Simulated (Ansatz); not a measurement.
InP under load (space group F-43m), r2SCAN with spin-orbit coupling, rigid bands in Ansatz (a first-principles code). Condition of this run: hydrostatic pressure of 4 GPa (compression positive) (the target of the relaxation). Band gap 1.40 eV, N_c = 8.60e17 cm⁻³ and N_v = 2.33e19 cm⁻³ at 300 K, conductivity masses of 0.108 mₑ (electrons) and 0.526 mₑ (holes). Take k_BT = 0.02585 eV.

Problem. What built-in voltage has an abrupt junction with N_A = 1e17 and N_D = 1e17 cm⁻³, all dopants ionised?

Solution. V_bi = E_g/e − (k_BT/e) ln(N_c N_v/(N_A N_D)) = 1.40 − 0.02585 × 7.60 = 1.20 V, for the computed gap.

Problem. A film of it is 3 nm thick. Estimate the confinement energies in an infinite well.

Solution. ħ²π²/(2m t²) = 0.376 eV·nm²/(m/mₑ × t²) gives 387 meV for electrons and 79.4 meV for holes, so the gap would widen to about 1.87 eV. Finite barriers and nonparabolic bands lower this, and with several valleys or bands the heaviest mass along the normal sets the lowest level, not this average.

Problem. Find the intrinsic carrier density and the intrinsic Fermi level.

Solution. n_i = √(N_c N_v) exp(−E_g/2k_BT) = 4.48e18 × exp(−27.08) = 7.8e6 cm⁻³. The level lies (k_BT/2) ln(N_v/N_c) = 43 meV from mid-gap (positive towards the conduction band). Each 0.1 eV added to the gap lowers n_i by a factor of 6.9.

Rigid bands with the computed gap; masses take one relaxation time for all states. Geometry: cell and atoms relaxed with PBEsol.
